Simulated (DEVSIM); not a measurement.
Device: Co/SiO2/p-Si capacitor, at 300 K.

Layer 1 from the left is SiO2, thickness (nm) 21.0. Layer 2 from the left is Si, thickness (nm) 2000, Na (cm⁻³) 7.9e16.

Metal gate on the left, work function 5 eV. Fixed charge at the semiconductor interface 0 cm⁻² (in units of +e); no interface traps.

This is a model device: material constants are rounded textbook-type values typed into the input, and sizes, dopings and lifetimes were drawn at random. Values at 300 K.

SiO2: gap (eV) 9, affinity (eV) 0.9, permittivity 3.9. Si: gap (eV) 1.124, affinity (eV) 4.05, permittivity 11.7, Nc (cm⁻³) 2.86e19, Nv (cm⁻³) 3.1e19.

Model (solved in DEVSIM): 1D Poisson equation in equilibrium, Boltzmann statistics, complete ionisation; no quantum confinement or tunnelling. Metal contacts follow the ideal Schottky-Mott rule: no Fermi-level pinning, no interface dipoles.

Problem. What does the simulation give for the minimum of the low-frequency capacitance, the flat-band voltage?

Solution. minimum of the low-frequency capacitance 0.0633 μF/cm²; flat-band voltage -0.02 V.
